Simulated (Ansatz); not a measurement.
The parent structure is InAs in the zinc blende structure (space group F-43m, No. 216).

```xyz
2
Lattice="0.0000 3.0548 3.0548 3.0548 0.0000 3.0548 3.0548 3.0548 0.0000" Properties=species:S:1:pos:R:3 pbc="T T T"
In     0.0000     0.0000     0.0000
As     1.5274     1.5274     1.5274
```

Cartesian axes are those of the cell as printed.

Computed with r2SCAN, PAW, 500 eV (Ansatz, an electronic-structure program; spin-orbit coupling left out).

Base values:

| Property | Value |
|---|---|
| Shortest interatomic distance | 2.646 Å |

Modification: tensile biaxial strain of 2.00 % in the plane normal to [001], as in epitaxy on a mismatched substrate; the out-of-plane cell vector and the atoms relax.

Question: Estimate the effect on the shortest interatomic distance.

Answer: The shortest interatomic distance rises by 0.016 Å, from 2.646 Å to 2.662 Å.

Question: How does this affect the ratio −ε⊥/ε∥?

Answer: The ratio −ε⊥/ε∥ comes out as 1.11.

Question: What does the calculation give for the energy relative to the base after the change?

Answer: The energy goes up by 5.3 meV/atom.

Stability against distortions was not tested.
